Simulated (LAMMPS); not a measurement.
MD of SiC (zinc blende) at zero pressure, 1000 atoms, as a liquid; each row is its own run.

All values are model results, not measurements: classical MD, pair style gw, file SiC.gw; code LAMMPS.

```
T (K)  volume (Å³/atom)
-----  ----------------
2320             11.355
2610             11.410
2900             11.712
3190             11.962
3620             12.408
3770             12.592
4640             13.511
```

Problem. Fit a straight line, y = a + b x, to these rows (x is the first column, y the second) and predict the run at x = 4060.

Solution. Least squares gives a = 8.9562 and b = 0.0009656. At x = 4060 the fit predicts 12.876 Å³/atom. The run itself gave 12.874 ± 0.008 Å³/atom, so the fit is 0.016 % high, within the run's error.

Caution: at ambient pressure real SiC sublimes or decomposes before or as it melts, so this liquid is the model's.

Caution (rows 2320; 2610; 2900): this liquid lies under the melting point of about 3090 K that SiC.gw gives, so it is undercooled.

Caution (row 3620): enthalpy drifts during the constant-pressure average: a transition or slow ageing; fluctuation values are void.
